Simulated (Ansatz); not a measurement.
Consider interstitial Li in wurtzite ZnO, charge state +1. Level of theory: PBE, PAW (plane waves to 420 eV; Ansatz, a first-principles code).

72-site cell at the relaxed PBE lattice, one k-point at (0.125, 0.250, 0.250), smearing 0.01 eV, spin-restricted, no finite-size correction. Static, classical nuclei. The charge state is imposed; whether it is stable for some Fermi level was not computed. Sites that were not tried may lie lower.

Barriers: single points on a 2×2×2 k-point mesh shifted by half a step along c at the bands' geometries.

The step: one Li atom jumps by itself; the atom moves 2.64 Å along (0.00, 0.01, 0.50) of the unit cell; the moving atom starts with neighbours 2 O at 1.93, O at 1.93; Zn at 2.44, Zn at 2.45, 3 Zn at 2.46, Zn at 2.47 Å and ends with 3 O at 1.93; 3 Zn at 2.45, 3 Zn at 2.47 Å.

Problem. Predict the migration barrier of this step from PBE, PAW.

Solution. 0.66 eV, the same both ways. At the saddle the moving atom has neighbours 3 O at 1.89; 3 Zn at 2.19 Å. The saddle point's order was not checked, and it lies on a symmetry element of the cell, where a band can be held.
